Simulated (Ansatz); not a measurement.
# What isotropic strain +2.00 % does to CdF2

Take CdF$_{2}$ in the fluorite structure (space group Fm-3m, No. 225; a = 5.3840 Å) as the base.

It is then changed as follows: the cell is scaled by 1.0200 in all directions; the atoms relax in the strained cell.

Calculations: plane-wave PAW DFT at the PBEsol level (Ansatz, a first-principles code, 420 eV), spin-orbit coupling left out. Γ-centred 11×11×11 mesh, Fermi–Dirac width 0.05 eV.

- Volume per atom = 13.80 Å³ (base 13.01 Å³)
- Space group = Fm-3m (No. 225) (base Fm-3m (No. 225))
- Shortest interatomic distance = 2.378 Å (base 2.331 Å)
- Energy relative to the base (free energy F) = +15 meV/atom
- Band gap = 2.74 eV (base 2.94 eV)
- Gap character = indirect, W → Γ (base indirect, W → Γ)
- Smallest direct gap = 3.30 eV (base 3.43 eV)
- Mean gap deformation potential ΔEg/Δln V = -3.4 eV
- Width of the top valence band = 0.56 eV (base 0.49 eV)
- Electron mass = 0.37 mₑ (at Γ) (base 0.37 mₑ (at Γ))

Final structure:

```
CELL_PARAMETERS angstrom
      0.00000     2.74582     2.74582
      2.74582     0.00000     2.74582
      2.74582     2.74582     0.00000
ATOMIC_POSITIONS crystal
  Cd 0.00000 0.00000 0.00000
  F  0.25000 0.25000 0.25000
  F  0.75000 0.75000 0.75000
```

Cost of the whole job for the changed cell (relaxation, final SCF and bands): very roughly 12 core-seconds.

Effective masses come from finite differences of ±0.01 Å⁻¹. Whether these cells are dynamically stable was not tested.
